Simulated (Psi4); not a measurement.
Psi4 1.11, PBE0/def2-svp: Zn(Cl)(OSiH3) ([SiH3][O][Zn][Cl]), 7 atoms. The geometry is a generated start, not checked to be a minimum at this level.

| Property | Value |
|---|---|
| task | energy |
| method | pbe0 |
| basis | def2-svp |
| memory | 3 GB |
| maxiter | 100 |
| keys of the molecule block | symmetry c1 |
| scf_type | df (default) |
| e_convergence | 1e-06 (default) |
| d_convergence | 1e-06 (default) |
| dft_radial_points | 75 (default) |
| dft_spherical_points | 302 (default) |
| basis functions | 96 |
| grid points | 151607 |

```xyz
7

Zn    -1.4353     1.0430     0.9507
Cl    -2.2376     2.0553     2.5468
O     -0.1106     0.0895     0.3918
Si     0.7642    -0.6460    -0.7513
H     -0.1266    -1.4313    -1.6090
H      1.6860    -1.4790     0.0224
H      1.4598     0.3684    -1.5515
```

Charge 0 and multiplicity 1 are set for this test and not shown to be the ground state.

With the defaults (diis = true, scf_initial_accelerator = adiis, damping_percentage = 0, soscf = false, soscf_start_convergence = 0.01, guess = auto, which took SAD, diis_start = 1, level_shift = 0, level_shift_cutoff = 0.01, diis_max_vecs = 10) it converges in 11 SCF iterations. One run each on 2 threads, with these changes:
- diis_max_vecs = 3
- diis = false, scf_initial_accelerator = none, damping_percentage = 60
- soscf = true, soscf_start_convergence = 0.1
- level_shift = 0.5, level_shift_cutoff = 0.001
- guess = gwh
- scf_initial_accelerator = ediis
- diis_start = 4
- soscf = true, soscf_start_convergence = 0.001
- diis_max_vecs = 6

### Question
Which of these changes keep the SCF from converging, or lead it to another solution?

### Answer
No convergence: diis = false, scf_initial_accelerator = none, damping_percentage = 60 (the run ends without SCF convergence in 100 iterations). The rest reach the solution of the defaults.

```
setting                                                                SCF iterations  JK calls             end
---------------------------------------------------------------------  --------------  --------  --------------
soscf = true, soscf_start_convergence = 0.001                                       9        20   same solution
soscf = true, soscf_start_convergence = 0.1                                        10        41   same solution
the defaults                                                                       11        12   same solution
scf_initial_accelerator = ediis                                                    11        12   same solution
level_shift = 0.5, level_shift_cutoff = 0.001                                      11        12   same solution
diis_max_vecs = 6                                                                  11        12   same solution
diis_max_vecs = 3                                                                  15        16   same solution
guess = gwh                                                                        17        17   same solution
diis_start = 4                                                                     19        20   same solution
diis = false, scf_initial_accelerator = none, damping_percentage = 60             100       101  no convergence
```

An SOSCF iteration holds several JK calls; a Hückel guess adds calls on atoms. 2 further runs of the study ended by our limits or in an error and are left out.
